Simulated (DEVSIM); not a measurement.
System: abrupt Si p-n junction, at 250 K.

| layer (left to right) | material | thickness (μm) | Nd (cm⁻³) | Na (cm⁻³) | τn (s) | τp (s) |
|---|---|---|---|---|---|---|
| 1 | Si | 13.0 | - | 1.6e17 | 3.6e-5 | 3.6e-5 |
| 2 | Si | 15.0 | 6.2e17 | - | 3.6e-5 | 3.6e-5 |

Left contact: ohmic. Right contact: ohmic. Voltage is applied to the left contact. Recombination: SRH at mid-gap. Mobility is constant in doping.

The device is made up for the run: typed textbook-type constants, with dimensions and the other settings drawn at random. Values at 300 K; Nc and Nv go as T^1.5, mobilities as T to minus their exponent, the gap by Varshni's rule with the affinity fixed.

```tsv
parameter	Si
gap (eV)	1.124
affinity (eV)	4.05
permittivity	11.7
Nc (cm⁻³)	2.86e19
Nv (cm⁻³)	3.1e19
μn (cm²/Vs)	1417
μp (cm²/Vs)	470
T exponent of μn	2.3
T exponent of μp	2.2
Varshni α (eV/K)	0.000473
Varshni β (K)	636
```

Model (solved in DEVSIM): 1D drift-diffusion, Boltzmann statistics, complete ionisation; no tunnelling, impact ionisation, image-force lowering or self-heating.

The thickness of layer 1 was swept, all else fixed.

| thickness of layer 1 (μm) | dark forward voltage at 100 A/cm² (V) | dark forward voltage at 1 A/cm² (V) |
|---|---|---|
| 2.6 | 0.841 | 0.741 |
| 4.5 | 0.853 | 0.752 |
| 7.8 | 0.865 | 0.764 |
| 13 | 0.876 | 0.774 |
| 22 | 0.887 | 0.785 |
| 39 | 0.899 | 0.795 |
| 65 | 0.913 | 0.804 |

From the first row to the last the dark forward voltage at 100 A/cm² goes from 0.841 to 0.913. From the first row to the last the dark forward voltage at 1 A/cm² goes from 0.741 to 0.804.
